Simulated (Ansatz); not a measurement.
## A computed series for BeSe: response to strain

Take BeSe in the zinc blende structure (space group F-43m, No. 216; a = 5.129 Å) as the base. Axes: x, y, z lie along the cube axes.

Strains are applied to the cell and any free atomic positions relax; under biaxial strain the out-of-plane vector relaxes too.

Level of theory: PBEsol (Ansatz, an electronic-structure program, PAW, spin-orbit coupling left out).

Candidates:
(a) biaxial strain −1.25 %, plane normal [111], relaxed out of plane
(b) biaxial strain −2.08 %, plane normal [111], relaxed out of plane
(c) biaxial strain +0.42 %, plane normal [111], relaxed out of plane
(d) biaxial strain +2.08 %, plane normal [111], relaxed out of plane

Notes on the quantities. energy relative to the base: free energy F.

Question: Order them by energy relative to the base, lowest first.

Answer: (c) biaxial strain +0.42 %, plane normal [111], relaxed out of plane (+0.4 meV/atom), (a) biaxial strain −1.25 %, plane normal [111], relaxed out of plane (+3.2 meV/atom), (d) biaxial strain +2.08 %, plane normal [111], relaxed out of plane (+8.2 meV/atom), (b) biaxial strain −2.08 %, plane normal [111], relaxed out of plane (+9.0 meV/atom)

Whether these cells are dynamically stable was not tested.
